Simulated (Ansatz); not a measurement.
An ideal cubic perovskite cell is held by its symmetry; such compounds can tilt or shift off centre at room temperature.

Data:

```xyz
5
Lattice="4.0077 0.0000 0.0000 0.0000 5.6677 0.0000 0.0000 2.8339 2.8339" Properties=species:S:1:pos:R:3 pbc="T T T"
Ba     2.0038     2.8339     0.0000
Ti     0.0000     0.0000     0.0000
O      0.0000     4.2508     1.4169
O      0.0000     1.4169     1.4169
O      2.0038     0.0000     0.0000
```

The cell is taken as given; by r2SCAN it stands under a pressure of -1.8 GPa.

Transport runs along the normal of the first two printed cell vectors, the (110) plane of the conventional cell.

No gap correction and no spin-orbit coupling; mid-gap is the computed energy nearest the middle.

Q: Predict the band gap and the smallest decay constant κ at mid-gap from Ansatz (a program for electronic structure) with r2SCAN.

A: Gap 2.15 eV on a 10×10×10 mesh; κ = 0.244 1/Å, at the zone centre.
